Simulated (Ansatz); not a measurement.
The parent structure is a 16-atom supercell of TiC in the rock salt structure (space group Fm-3m, No. 225) at its relaxed geometry.

```yaml
crystal:
  lattice:
    - [0.00000, 4.32781, 4.32781]
    - [4.32781, 0.00000, 4.32781]
    - [4.32781, 4.32781, 0.00000]
  atoms:
    - { symbol: C, position: [0.00000, 0.00000, 0.00000] }
    - { symbol: C, position: [0.00000, 0.00000, 0.50000] }
    - { symbol: C, position: [0.00000, 0.50000, 0.00000] }
    - { symbol: C, position: [0.00000, 0.50000, 0.50000] }
    - { symbol: C, position: [0.50000, 0.00000, 0.00000] }
    - { symbol: C, position: [0.50000, 0.00000, 0.50000] }
    - { symbol: C, position: [0.50000, 0.50000, 0.00000] }
    - { symbol: C, position: [0.50000, 0.50000, 0.50000] }
    - { symbol: Ti, position: [0.25000, 0.25000, 0.25000] }
    - { symbol: Ti, position: [0.25000, 0.25000, 0.75000] }
    - { symbol: Ti, position: [0.25000, 0.75000, 0.25000] }
    - { symbol: Ti, position: [0.25000, 0.75000, 0.75000] }
    - { symbol: Ti, position: [0.75000, 0.25000, 0.25000] }
    - { symbol: Ti, position: [0.75000, 0.25000, 0.75000] }
    - { symbol: Ti, position: [0.75000, 0.75000, 0.25000] }
    - { symbol: Ti, position: [0.75000, 0.75000, 0.75000] }
```

Calculations: DFT with r2SCAN, PAW potentials and a 500 eV plane-wave cutoff in Ansatz (a first-principles code), without spin-orbit coupling.

For the base:

* **Pressure**: 0.0 GPa
* **Mean distance from the defect site to its nearest host atoms**: 216 pm

One thing is altered: a neutral C vacancy, atoms relaxed at fixed cell, starting from a slightly rattled geometry.

Question: Predict the new pressure, mean distance from the defect site to its nearest host atoms and largest displacement of a host atom from its site in the perfect cell.

Answer: The pressure goes from zero to -0.9 GPa; the mean distance from the defect site to its nearest host atoms goes up by 6 pm (216 pm → 222 pm); the largest displacement of a host atom from its site in the perfect cell amounts to 0.06 Å.

The cell is small, so the values are those of an ordered compound at a high defect concentration; dilute-limit values will differ. All final runs are without spin polarisation. The defect cell is not spin-polarised.
